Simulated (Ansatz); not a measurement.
# Pt: response to strain

Start from Pt in the fcc (Cu type) structure (space group Fm-3m, No. 225; relaxed with 0.1 eV smearing).

```
Pt
1.0
    0.00000     1.97076     1.97076
    1.97076     0.00000     1.97076
    1.97076     1.97076     0.00000
Pt
1
Cartesian
  0.00000   0.00000   0.00000
```

Cartesian axes are those of the cell as printed.

Strains are applied to the cell and any free atomic positions relax; under biaxial strain the out-of-plane vector relaxes too.

The values are results of r2SCAN in Ansatz (plane waves to 500 eV, PAW, scalar-relativistic without spin-orbit coupling), earlier PAW set, not measurements.

Notes on the quantities. energy relative to the base: free energy F; pressure: mean of the normal stresses, compression positive.

```tsv
case	energy relative to the base	pressure	space group
base	0 meV/atom	0.0 GPa	Fm-3m (No. 225)
biaxial strain −4.01 %, plane normal [001], relaxed out of plane	+46 meV/atom	8.8 GPa	I4/mmm (No. 139)
biaxial strain +2.39 %, plane normal [110], relaxed out of plane	+18 meV/atom	?	Immm (No. 71)
biaxial strain −2.24 %, plane normal [111], relaxed out of plane	+17 meV/atom	5.7 GPa	R-3m (No. 166)
biaxial strain +4.86 %, plane normal [111], relaxed out of plane	+59 meV/atom	?	R-3m (No. 166)
isotropic strain −5.98 %	?	81.9 GPa	Fm-3m (No. 225)
uniaxial strain ε_xx = +1.04 %	+1.7 meV/atom	-2.7 GPa	I4/mmm (No. 139)
uniaxial strain ε_yy = −0.41 %	+0.3 meV/atom	?	I4/mmm (No. 139)
uniaxial strain ε_yy = +5.45 %	+42 meV/atom	-12.1 GPa	I4/mmm (No. 139)
uniaxial strain ε_zz = +4.75 %	+32 meV/atom	-10.8 GPa	I4/mmm (No. 139)
```

Complete the table.


- biaxial strain +2.39 %, plane normal [110], relaxed out of plane, pressure: -5.5 GPa
- biaxial strain +4.86 %, plane normal [111], relaxed out of plane, pressure: -7.6 GPa
- isotropic strain −5.98 %, energy relative to the base: +0.545 eV/atom
- uniaxial strain ε_yy = −0.41 %, pressure: 1.1 GPa

A biaxial case was relaxed in a doubled cell and then solved in the primitive one. No phonon test of stability was made. All final runs are without spin polarisation. Pt lies near a magnetic instability that expansion can trigger; it was not tested.

Ansatz is an electronic-structure program.
